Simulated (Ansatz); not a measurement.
For Zr₂AlN (P6_3/mmc), PBEsol, DFPT electron-phonon coupling, linearised Boltzmann equation (Ansatz, a first-principles code) gives a transport coupling λ_tr = 0.342 and a Drude plasma energy ħω_p = 3.69 eV along z (a = (3.22, 0.00, 0.00) Å; b = (-1.61, 2.79, 0.00) Å; c = (0.00, 0.00, 14.32) Å).

**Question.** Estimate the resistivity at 300 K from the high-temperature formula ρ = 2π λ_tr k_B T / (ħ ε₀ ω_p²), and say how the full Boltzmann solution compares.

**Answer.** The scattering rate is 1/τ = 2π λ_tr k_B T/ħ = 8.44e13 s⁻¹ and ω_p = 5.61e15 s⁻¹, so ρ ≈ 30.3 μΩ·cm. The Boltzmann solution gives 26.5 μΩ·cm, 0.87 times the estimate; it lies lower because k_BT is not large against the phonon energies and the solution lets the distribution adjust.

A metal at this level (no band gap). Only scattering by harmonic phonons is included (no impurities, grain boundaries, electron-electron scattering or thermal expansion). Spin-orbit coupling is left out. Halving the electron mesh (32x32x8) moves the resistivity by up to 2 % at 300 K, the coupling by up to 5 %. Smearing 0.20 eV; phonons on a 5x5x1 q mesh, which this run doesn't test.

Computed structure with no diffraction record at hand here (it may be known, metastable or hypothetical): Zr2AlN (P6_3/mmc).
